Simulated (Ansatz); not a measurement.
A self-consistent single point of ScB2 (P6mm, 3 atoms in the cell) with Ansatz (a first-principles code).

Method of the run: PBEsol, default PAW files made with PBE (plane waves; Ansatz).

```
ScB2
1.0
    3.12968     0.00000     0.00000
   -1.56484     2.71039     0.00000
    0.00000     0.00000     3.51772
Sc B
1 2
Direct
  0.00000   0.00000   0.01421
  0.66667   0.33333   0.50000
  0.33333   0.66667   0.50000
```

Reference input (self-consistent single point, DFT, PBEsol, plane waves, default PAW files made with PBE): basis.ecutwfc = 420 eV; kpoints.mp_grid.grid = 12 12 9; hamiltonian.xc = pbesol; hamiltonian.pseudopotentials = {kind: paw} (the program's default PAW files); scf.occupations.method = gaussian; scf.occupations.width = 0.1 eV. This run's input differs from it in these lines:

Ansatz 0.2 input:
```diff
@@ -12,3 +12,3 @@
 kpoints:
-  mp_grid: { grid: [12, 12, 9] }
+  mp_grid: { grid: [24, 24, 18] }
 hamiltonian:
@@ -17,3 +17,3 @@
 scf:
-  occupations: { method: gaussian, width: 0.1 }
+  occupations: { method: gaussian, width: 0.05 }
 output:
```

Output, abridged:

```
SCF iter   1: F=—  HF=-2419.375869 eV  |F-HF|=—  |Δ(HF+E_count)|=         —  Δρ=3.89e-3  dr2=4.00e-3  ethr=1.77e-3  ⟨swp⟩=4.3  Hψ=37524  notcnv=0
all-band conjugate gradients solve this SCF's bands
preconditioner: auto → none
SCF iter   2: F=—  HF=-2419.374510 eV  |F-HF|=—  |Δ(HF+E_count)|=   1.36e-3  Δρ=2.14e-3  dr2=1.51e-3  ethr=2.35e-5  ⟨swp⟩=2.7  Hψ=18091  notcnv=0  defer=234
SCF iter   3: F=—  HF=-2419.374017 eV  |F-HF|=—  |Δ(HF+E_count)|=   4.93e-4  Δρ=2.23e-4  dr2=1.29e-5  ethr=8.89e-6  ⟨swp⟩=2.0  Hψ=10340  notcnv=0  defer=234
SCF iter   4: F=—  HF=-2419.374035 eV  |F-HF|=—  |Δ(HF+E_count)|=   1.75e-5  Δρ=9.96e-5  dr2=4.51e-6  ethr=7.57e-8  ⟨swp⟩=2.0  Hψ=12198  notcnv=0  defer=234
SCF iter   5: F=—  HF=-2419.374033 eV  |F-HF|=—  |Δ(HF+E_count)|=   1.55e-6  Δρ=2.58e-5  dr2=1.30e-7  ethr=2.65e-8  ⟨swp⟩=2.1  Hψ=11739  notcnv=0  defer=234
SCF iter   6: F=-2419.374033 eV  HF=-2419.374033 eV  |F-HF|=2.90e-10  |Δ(HF+E_count)|=   2.21e-8  Δρ=2.69e-6  dr2=1.50e-9  ethr=5.88e-10  ⟨swp⟩=5.2  Hψ=30434  notcnv=0
SCF 1 converged in 6 iterations: F = -2419.374033 eV  dr2 = 1.50e-9
Free energy (F): -2419.374033 eV
Internal energy: -2419.372909 eV  (E = F + TS)
E sigma→0 (E₀):  -2419.373471 eV
Entropy (-TS):   -0.001124 eV (-0.375 meV/atom)
Fermi energy:    12.132559 eV
--- Forces (eV/Å), atoms counted from 1 ---
  atom   1  Sc     0.00000000    -0.00000000    -0.48100782
  atom   2  B     -0.00000000    -0.00000000     0.24050264
  atom   3  B      0.00000000     0.00000000     0.24050264
--- Stress (GPa, compression-positive) ---
       -1.192323       0.000000       0.000000
        0.000000      -1.192323      -0.000000
        0.000000      -0.000000      -3.465787
  P = ⅓ Tr σ = -1.9501 GPa (-19.501 kbar)
  The stress holds the Pulay correction. Without it, at fixed plane waves, as pw.x and ABINIT print it: P = -2.1151 GPa
```

The run converged in 6 iterations. Against the reference run the free energy rises by 1.5 meV/atom, the pressure stays at -1.95 GPa and the largest force stays at 0.481 eV/Å.

The starting cell comes from a database of computed structures (which also holds hypothetical and non-ambient phases and stackings), without a prior relaxation at this level. Its lattice was rescaled by up to half a per cent. One atom was moved a little off its site on purpose. Ansatz's pressure includes its estimate of the finite-basis (Pulay) stress.
